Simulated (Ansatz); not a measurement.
Abridged Ansatz (a program for electronic structure) output:

```
Pseudopotential: Ba, paw, valence charge 10
Pseudopotential: F, paw, valence charge 7
Crystal: 6 atoms, lattice volume = 102.866 Å³
Basis set: ecut = 420 eV, 2007 PW (Γ), exchange–correlation on 60×60×90 points (8 copies of the dense FFT grid, shifted against one another)
Bands: 30, of which v1, the nominal top of the filled ones, is band 24 counted from 1 (23 counted from 0)
Symmetry: 24 space group operations
k-points: 21 of 144
Functional: x = pbe(κ = 0.804, μ = 0.2195149727645171), c = pbe(β = 0.06672455060314922), warm-up for x = pbe(κ = 0.804, μ = 0.2195149727645171) + 0.25 (exact …
SCF iter   1: F=—  HF=-15143.979959 eV  |F-HF|=—  |Δ(HF+E_count)|=         —  Δρ=1.07e-3  dr2=1.32e-3  ethr=1.77e-3  ⟨swp⟩=2.0  Hψ=5002  notcnv=0
SCF iter   2: F=-15143.980836 eV  HF=-15143.980971 eV  |F-HF|=1.34e-4  |Δ(HF+E_count)|=   1.01e-3  Δρ=1.01e-3  dr2=5.48e-4  ethr=2.74e-6  ⟨swp⟩=7.2  Hψ=2453  notcnv=0  defer=22
SCF 1 stopped early in 2 iterations: F = -15143.980836 eV  dr2 = 5.48e-4
Crystal: 6 atoms, lattice volume = 102.866 Å³
Functional: x = pbe(κ = 0.804, μ = 0.2195149727645171) + 0.25 (exact − pbe) at short range (hse, ω = 0.20786987370883472 Å⁻¹), c = pbe(β = 0.06672455060314922); HSE06 as pw.x's `hse` composes it (authors' and Libxc's form: `xc: wpbeh`)
SCF iter   1: F=—  HF=-15153.125509 eV  |F-HF|=—  |Δ(HF+E_count)|=         —  Δρ=8.62e-3  dr2=1.05e-1  ethr=1.14e-5  ⟨swp⟩=8.9  Hψ=3260  notcnv=0
SCF iter   2: F=—  HF=-15153.095411 eV  |F-HF|=—  |Δ(HF+E_count)|=   3.01e-2  Δρ=6.72e-3  dr2=1.59e-2  ethr=1.14e-5  ⟨swp⟩=5.6  Hψ=2601  notcnv=0
SCF 2 stopped early in 7 iterations: F = -15153.105381 eV  dr2 = 5.93e-6
Crystal: 6 atoms, lattice volume = 102.866 Å³
SCF iter   1: F=—  HF=-15153.105473 eV  |F-HF|=—  |Δ(HF+E_count)|=         —  Δρ=8.87e-5  dr2=6.05e-6  ethr=4.52e-7  ⟨swp⟩=6.5  Hψ=1521  notcnv=0
SCF iter   2: F=—  HF=-15153.105473 eV  |F-HF|=—  |Δ(HF+E_count)|=   2.20e-7  Δρ=4.04e-5  dr2=1.34e-6  ethr=1.20e-8  ⟨swp⟩=4.1  Hψ=1753  notcnv=0
SCF 3 converged in 4 iterations: F = -15153.105474 eV  dr2 = 6.62e-8
Free energy (F): -15153.105473 eV
Internal energy: -15153.105473 eV  (E = F + TS)
E sigma→0 (E₀):  -15153.105473 eV
Fermi energy:    8.083662 eV
```

**Question.** What was computed, and what are the main results?

**Answer.** BaF2, 6 atoms in the cell, with HSE06 (Ansatz), without spin-orbit coupling. The last SCF converged to F = -15153.105473 eV, or -2525.5176 eV per atom. The total energy compares only with runs of the same code, potentials and settings.

Single points use the geometry relaxed with PBEsol. Load acts through the strain it causes; cell and atoms are relaxed under it. Stability against distortions was not tested. The cell was made from BaF₂ (space group P6_3/mmc, No. 194; a cell from a computed database, its experimental status unchecked) by this change: pressure −2 GPa.
